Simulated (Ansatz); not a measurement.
The starting structures come from a database of crystals and need not be the phases stable at ambient conditions.

Consider the following.

```xyz
10
Lattice="6.7498 0.0000 0.0000 2.2982 6.3465 0.0000 0.0000 0.0000 8.2140" Properties=species:S:1:pos:R:3 pbc="T T T"
Cs     8.1176     5.6939     0.2480
Cs     0.9304     0.6526     4.3550
Cs     3.8904     2.7288     2.5437
Cs     5.1577     3.6177     6.6507
S      7.2770     2.4260     1.2026
S      1.7711     3.9206     5.3096
S      4.7587     6.0162     1.2026
S      4.2893     0.3303     5.3096
S      1.8627     1.3066     0.0642
S      7.1853     5.0400     4.1712
```

The cell is taken as given.

Transport runs along the normal of the first two printed cell vectors.

The gap is the functional's own, uncorrected, and κ follows it; spin-orbit coupling is left out. Mid-gap means the computed energy nearest the middle.

Q: Estimate the band gap and the smallest decay constant κ at mid-gap that Ansatz (an electronic-structure program) with r2SCAN returns for this system.

A: Gap 1.64 eV on a 6×6×4 mesh; κ = 0.354 1/Å, at (0.500, 0.500) of the in-plane reciprocal vectors. At the zone centre the slowest state has κ = 0.41 1/Å.
